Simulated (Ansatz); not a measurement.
A thermal frame of AlN(100) slab, cut from wurtzite AlN, cell Al48N48, with vacuum along z, from MD with PBE at 300 K. DFT level: PBE (plane waves, PAW; Ansatz, an electronic-structure program).

```yaml
plane_wave_cutoff: 420 eV
k-points: 2x2x1 mesh shifted by half a step in the plane
Fermi-Dirac width: 0.050 eV
spin: not polarised; no spin-orbit coupling
```

A check of the k-sampling: on the last frame of the same run a denser mesh moved the PBE forces by 0.000 eV/Å rms and the free energy by 0 meV/atom.

```xyz
96
Lattice="9.4048 0.0000 0.0000 0.0000 10.0514 0.0000 0.0000 0.0000 21.0498" Properties=species:S:1:pos:R:3 pbc="T T T"
N     -0.0343     4.2920     6.8462
N      1.4978     1.8527     5.9655
N      1.5648     4.3570     9.5418
N      0.0008     1.8450     8.7107
N     -0.0772     4.4300    12.3746
N      1.5247     1.8640    11.4229
N      1.5467     4.3205    14.9666
N     -0.0537     1.8310    14.1930
Al    -0.0240     2.4710     6.8694
Al     1.5779     5.1019     6.3622
Al     1.5902     2.4831     9.5966
Al     0.0230     5.0264     8.7179
Al    -0.0692     2.5364    12.2645
Al     1.6031     4.9096    11.3934
Al     1.5421     2.5861    14.7439
Al    -0.0846     4.9689    14.2391
N     -0.0214     9.3797     6.8969
N      1.6465     6.8251     6.0726
N      1.5669     9.3841     9.6518
N      0.0151     6.8299     8.7844
N     -0.0255     9.4167    12.2944
N      1.5592     6.8137    11.4197
N      1.5833     9.4007    15.0396
N      0.0080     6.8650    14.1478
Al     0.0211     7.4706     6.8173
Al     1.5434    10.2147     6.4313
Al     1.6218     7.4094     9.6682
Al    -0.0167    10.0174     8.8607
Al    -0.0317     7.4641    12.2760
Al     1.5276    10.0408    11.4518
Al     1.5879     7.7063    14.7256
Al    -0.0416    10.0637    14.3261
N      3.1125     4.2953     6.9101
N      4.6906     1.8445     6.0823
N      4.7082     4.3708     9.5285
N      3.1219     1.8794     8.7353
N      3.1588     4.3197    12.3264
N      4.7042     1.8614    11.4015
N      4.6864     4.4169    15.0819
N      3.1868     1.8827    14.1269
Al     3.1256     2.3496     6.7377
Al     4.6192     5.1258     6.2816
Al     4.7169     2.4865     9.5919
Al     3.0869     5.0084     8.6875
Al     3.1152     2.4553    12.2405
Al     4.7461     5.0172    11.4342
Al     4.6945     2.6061    14.8595
Al     3.1000     4.9064    14.2909
N      3.0085     9.4513     7.0245
N      4.7364     6.8728     6.1761
N      4.6547     9.3791     9.6649
N      3.1467     6.9755     8.7301
N      3.0839     9.3765    12.4373
N      4.6906     6.9880    11.4529
N      4.6940     9.4386    15.1780
N      3.1364     6.8430    14.0553
Al     3.2298     7.4845     6.9025
Al     4.6469    10.1165     6.2835
Al     4.6869     7.4741     9.5596
Al     3.0518    10.1250     8.8082
Al     3.1065     7.5220    12.1881
Al     4.6420     9.9374    11.5094
Al     4.7337     7.7237    14.6982
Al     3.1323    10.0087    14.3143
N      6.2235     4.3941     6.8586
N      7.8455     1.9619     6.0012
N      7.8796     4.3078     9.6225
N      6.3477     1.8732     8.6957
N      6.2246     4.4870    12.3307
N      7.7554     1.8981    11.4345
N      7.8370     4.4553    15.0446
N      6.2093     1.8951    14.1313
Al     6.2652     2.4304     6.8245
Al     7.8066     5.1123     6.2001
Al     7.8506     2.4957     9.6122
Al     6.3189     5.0158     8.7402
Al     6.2460     2.5572    12.3312
Al     7.7657     5.0485    11.4299
Al     7.7413     2.7216    14.8374
Al     6.2032     4.9601    14.2621
N      6.3016     9.3918     6.8720
N      7.8163     6.8755     6.0515
N      7.7521     9.4392     9.6035
N      6.2931     6.9169     8.8175
N      6.2585     9.4566    12.3852
N      7.7787     6.9703    11.4100
N      7.7715     9.4679    15.0533
N      6.2222     6.9031    14.0566
Al     6.3372     7.4932     6.8430
Al     7.7923    10.2689     6.2247
Al     7.8779     7.5046     9.6052
Al     6.1836    10.0530     8.7519
Al     6.2556     7.5869    12.2524
Al     7.7939    10.0282    11.5378
Al     7.7797     7.6695    14.7706
Al     6.2066    10.0410    14.2187
```

Forces from the machine-learned potential CHGNet 0.3.0 on some atoms (eV/Å):

```csv
atom,Fx Fy Fz
N2,0.649 0.295 0.865
Al11,-0.557 -0.358 -0.368
Al12,-0.743 -1.236 -0.226
N18,-0.429 0.592 0.838
Al31,0.230 -1.918 -0.122
N35,-0.122 0.651 0.860
N37,-0.121 0.474 -0.522
Al43,0.294 -0.299 -0.216
N50,0.143 0.546 0.017
Al57,-1.479 0.820 -0.640
Al59,0.674 0.517 0.760
N65,0.317 -0.242 0.765
N71,-1.461 0.005 -0.062
Al80,0.268 1.119 0.151
N84,0.136 -0.453 -0.981
Al91,-0.468 0.671 -0.114
```

Q: Give the DFT forces on the same atoms (eV/Å).

A: 
| atom | Fx Fy Fz |
|---|---|
| N2 | 0.702 0.561 0.689 |
| Al11 | -0.736 -0.528 -0.384 |
| Al12 | -0.982 -1.498 0.139 |
| N18 | -0.337 0.893 0.699 |
| Al31 | 0.122 -1.916 -0.467 |
| N35 | -0.103 0.943 0.908 |
| N37 | -0.093 0.804 -0.528 |
| Al43 | 0.317 -0.458 -0.266 |
| N50 | 0.325 0.590 -0.502 |
| Al57 | -2.313 0.685 -0.442 |
| Al59 | 0.810 0.656 1.130 |
| N65 | 0.282 -0.445 0.093 |
| N71 | -1.904 -0.168 0.364 |
| Al80 | 0.537 1.180 -0.342 |
| N84 | 0.197 -0.392 -1.213 |
| Al91 | -0.586 0.759 -0.010 |
